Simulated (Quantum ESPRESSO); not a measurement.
Input and output of a self-consistent single point for LaAl₃Cu (I4mm, 5 atoms in the cell) (Quantum ESPRESSO).

Method of the run: LDA (PZ), GBRV 1.5 ultrasoft (LDA) pseudopotentials (plane waves; Quantum ESPRESSO).

```
CELL_PARAMETERS angstrom
      2.08921    -2.08921     5.20777
      2.08921     2.08921     5.20777
     -2.08921    -2.08921     5.20777
ATOMIC_POSITIONS crystal
  La 0.00000 0.99719 0.99719
  Al 0.00000 0.40289 0.40289
  Al 0.50000 0.74655 0.24655
  Al 0.50000 0.24655 0.74655
  Cu 0.00000 0.63082 0.63082
```

Reference input (self-consistent single point, DFT, LDA (PZ), plane waves, GBRV 1.5 ultrasoft (LDA) pseudopotentials): ecutwfc = 50 Ry; ecutrho = 400 Ry; occupations = smearing; smearing = fermi-dirac; degauss = 0.0073499 Ry; potentials = {La: la_lda_v1.uspp.F.UPF, Al: al_lda_v1.uspp.F.UPF, Cu: cu_lda_v1.2.uspp.F.UPF}; K_POINTS = automatic 8 8 8 0 0 0; conv_thr = 1e-11 Ry; mixing_beta = 0.7. This run's input differs from it in these lines:

```diff
@@ -35,3 +35,3 @@
 K_POINTS {automatic}
-8 8 8  0 0 0
+5 5 5  0 0 0
```

The program printed (abridged):

```
     Self-consistent Calculation

     iteration #  1     ecut=    50.00 Ry     beta= 0.70

     Threshold (ethr) on eigenvalues was too large:
     Diagonalizing with lowered threshold

     negative rho (up, down):  7.304E-02 0.000E+00

     total energy              =    -525.65419935 Ry
     estimated scf accuracy    <       0.48353606 Ry

     iteration #  2     ecut=    50.00 Ry     beta= 0.70

     negative rho (up, down):  7.087E-02 0.000E+00

     total energy              =    -525.63173905 Ry
     estimated scf accuracy    <       1.15718301 Ry

     iteration #  3     ecut=    50.00 Ry     beta= 0.70

     negative rho (up, down):  6.639E-02 0.000E+00

     total energy              =    -525.80494207 Ry
     estimated scf accuracy    <       0.40136756 Ry

   [... 14 blocks of this kind left out ...]

     iteration # 18     ecut=    50.00 Ry     beta= 0.70

     negative rho (up, down):  6.379E-02 0.000E+00

     total energy              =    -525.87528676 Ry
     estimated scf accuracy    <          2.3E-11 Ry

     iteration # 19     ecut=    50.00 Ry     beta= 0.70

     negative rho (up, down):  6.379E-02 0.000E+00
     End of self-consistent calculation

     the Fermi energy is    10.3499 ev

!    total energy              =    -525.87528676 Ry
     estimated scf accuracy    <          1.6E-12 Ry
     smearing contrib. (-TS)   =      -0.00293660 Ry
     internal energy E=F+TS    =    -525.87235017 Ry

     convergence has been achieved in  19 iterations

     negative rho (up, down):  6.379E-02 0.000E+00

     Forces acting on atoms (cartesian axes, Ry/au):

     atom    1 type  1   force =    -0.00000000    0.00000000    0.00232041
     atom    2 type  2   force =     0.00000000    0.00000000    0.00540202
     atom    3 type  2   force =     0.00000000    0.00000000   -0.00237547
     atom    4 type  2   force =    -0.00000000    0.00000000   -0.00237547
     atom    5 type  3   force =     0.00000000   -0.00000000   -0.00297148

     Total force =     0.007395     Total SCF correction =     0.000001

     negative rho (up, down):  6.379E-02 0.000E+00
          total   stress  (Ry/bohr**3)                   (kbar)     P=       24.06
   0.00018077   0.00000000   0.00000000           26.59        0.00        0.00
   0.00000000   0.00018077  -0.00000000            0.00       26.59       -0.00
   0.00000000  -0.00000000   0.00012918            0.00       -0.00       19.00

   JOB DONE.
```

The run converged in 19 iterations. Against the reference run the free energy drops by 2.3 meV/atom, the pressure hardly changes (2.44 to 2.41 GPa) and the largest force goes from 0.150 to 0.139 eV/Å. The full log also holds: “c_bands:  2 eigenvalues not converged”.

The starting cell comes from a database of computed structures (which also holds hypothetical and non-ambient phases and stackings), without a prior relaxation at this level. Its lattice was rescaled by a random factor within 2.5 % of one. Spin polarisation is off.

Cost on one core of a shared machine: roughly 6 min.
